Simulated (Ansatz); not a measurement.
The parent structure is Fe in the bcc (W type) structure (space group Im-3m, No. 229; ferromagnetic).

```
CELL_PARAMETERS angstrom
     -1.43248     1.43248     1.43248
      1.43248    -1.43248     1.43248
      1.43248     1.43248    -1.43248
ATOMIC_POSITIONS crystal
  Fe 0.00000 0.00000 0.00000
```

Cartesian axes are those of the cell as printed.

The values are results of r2SCAN (Ansatz, an electronic-structure program, PAW, no spin-orbit coupling), earlier PAW set, not measurements.

For the base:

* **Shortest interatomic distance**: 2.481 Å
* **Largest site moment**: 2.79 μB
* **Magnetic state**: ferromagnetic

One thing is altered: a free-standing slab of 4 layers (4 atoms, 1 a layer) is cut normal to [110], with 15 Å of vacuum and the in-plane cell held at bulk.

**Question.** What happens to the change of the spacing d12 from its bulk value of 2.026 Å?

**Answer.** The change of the spacing d12 from its bulk value of 2.026 Å amounts to -2.0 %.

**Question.** Estimate the effect on the shortest interatomic distance.

**Answer.** The shortest interatomic distance decreases by 0.0326 Å to 2.449 Å.

**Question.** Estimate the effect on the largest site moment.

**Answer.** The largest site moment goes up by 0.15 μB, from 2.79 μB to 2.94 μB.

**Question.** What happens to the magnetic state?

**Answer.** The magnetic state is still ferromagnetic.

**Question.** What happens to the excess energy per area of both faces?

**Answer.** The excess energy per area of both faces (slab less bulk energy over the cell's area: twice a surface energy) is 5.0 J/m² (uncertain by up to 0.1 J/m²).

The magnetic state is the one reached from the starting moments; the real material's order can differ, and small cells can't hold many antiferromagnetic ones. Slab and bulk use different k-meshes, which limits the precision of the excess energy. Whether these cells are dynamically stable was not tested.
